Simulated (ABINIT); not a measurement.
A self-consistent single point of Ca₃ZnSe₄ (P-43m, 8 atoms in the cell) with ABINIT.

Method of the run: PBEsol, PAW (JTH v2.0 PBE PAW, files made for PBE) (plane waves; ABINIT).

```
CELL_PARAMETERS angstrom
      6.33205     0.00000     0.00000
      0.00000     6.33205     0.00000
      0.00000     0.00000     6.33205
ATOMIC_POSITIONS crystal
  Ca 0.00000 0.50000 0.50000
  Ca 0.50000 0.00000 0.50000
  Ca 0.50000 0.50000 0.00000
  Zn 0.00000 0.00000 0.00000
  Se 0.76991 0.76991 0.23009
  Se 0.76991 0.23009 0.76991
  Se 0.23009 0.23009 0.23009
  Se 0.23009 0.76991 0.76991
```

Reference input (self-consistent single point, DFT, LDA (PW92), plane waves, PAW (JTH v2.0 LDA PAW)): pseudos = [Ca.LDA_PW-JTH.xml, Zn.LDA_PW-JTH.xml, Se.LDA_PW-JTH.xml]; ecut = 30 Ha; pawecutdg = 60 Ha; pawxcdev = 0; occopt = 1; ngkpt = 3 3 3; nshiftk = 1; shiftk = 0 0 0; potentials = JTH v2.0 LDA PAW; nband = 36; kptopt = 1; nstep = 50. This run's input differs from it in these lines:

```diff
@@ -1,4 +1,4 @@
-# Ca3ZnSe4, JTH v2.0 LDA PAW
+# Ca3ZnSe4, JTH v2.0 PBE PAW
 pp_dirpath "./"
-pseudos "Ca.LDA_PW-JTH.xml, Zn.LDA_PW-JTH.xml, Se.LDA_PW-JTH.xml"
+pseudos "Ca.GGA_PBE-JTH.xml, Zn.GGA_PBE-JTH.xml, Se.GGA_PBE-JTH.xml"
 acell 3*1.0
@@ -25,2 +25,3 @@
 pawxcdev 0
+ixc -116133
 occopt 1
```

Its files differ too (potentials: JTH v2.0 LDA PAW → JTH v2.0 PBE PAW).

Output, abridged:

```
--- !BeginCycle
solver: {iscf: 17, nstep: 50, nline: 4, wfoptalg: 10, }
tolerances: {tolvrs: 1.00E-12, }
...

     iter   Etot(hartree)      deltaE(h)  residm     nres2
 ETOT  1  -211.36995799662    -2.114E+02 3.239E+00 2.648E+01
 ETOT  2  -214.13922435249    -2.769E+00 2.511E-01 2.783E+01
 ETOT  3  -214.05326907105     8.596E-02 5.892E-02 8.486E+00
 ETOT  4  -214.01995037506     3.332E-02 4.230E-02 3.805E+00
 ETOT  5  -214.01080467467     9.146E-03 3.270E-02 6.904E-01
   [... 14 lines left out ...]
 ETOT 20  -214.01424735656    -7.105E-13 6.942E-06 9.531E-11
 ETOT 21  -214.01424735657    -3.894E-12 6.446E-06 1.514E-11
 ETOT 22  -214.01424735657    -3.467E-12 7.197E-06 3.463E-12
 ETOT 23  -214.01424735656     1.054E-11 6.338E-06 7.713E-13
 At SCF step   23       nres2   =  7.71E-13 < tolvrs=  1.00E-12 =>converged.

 Cartesian components of stress tensor (hartree/bohr^3)
  sigma(1 1)=  2.96199042E-05  sigma(3 2)=  0.00000000E+00
  sigma(2 2)=  2.96199042E-05  sigma(3 1)=  0.00000000E+00
  sigma(3 3)=  2.96199042E-05  sigma(2 1)=  0.00000000E+00

 ----iterations are completed or convergence reached----

 reduced coordinates (array xred) for    8 atoms
       0.000000000000      0.500000000000      0.500000000000
       0.500000000000      0.000000000000      0.500000000000
       0.500000000000      0.500000000000      0.000000000000
       0.000000000000      0.000000000000      0.000000000000
       0.769910001176      0.769910001176      0.230089998824
       0.769910001176      0.230089998824      0.769910001176
   [... lines left out ...]
 Fermi (or HOMO) energy (eV) =   0.10675   Average Vxc (eV)=  -8.23777
   [... lines left out ...]
local_psp           : -2.05873245874213E+02
total_energy        : -2.14014247337044E+02
total_energy_eV     : -5.82362383579730E+03
...

-Cartesian components of stress tensor (GPa)         [Pressure= -8.7145E-01 GPa]
- sigma(1 1)=  8.71447520E-01  sigma(3 2)=  0.00000000E+00
- sigma(2 2)=  8.71447520E-01  sigma(3 1)=  0.00000000E+00
- sigma(3 3)=  8.71447520E-01  sigma(2 1)=  0.00000000E+00

 Calculation completed.
```

The run converged in 23 iterations. Against the reference run the pressure goes from -2.38 to -0.87 GPa, the largest force goes from 0.144 to 0.130 eV/Å and the gap on the mesh goes from 1.878 to 1.988 eV.

The starting cell comes from a database of computed structures (which also holds hypothetical and non-ambient phases and stackings), without a prior relaxation at this level. Its lattice was rescaled by a random factor within 2.5 % of one. The potentials were made for another functional than the one used.

Cost on one core of a shared machine: roughly 4 min.
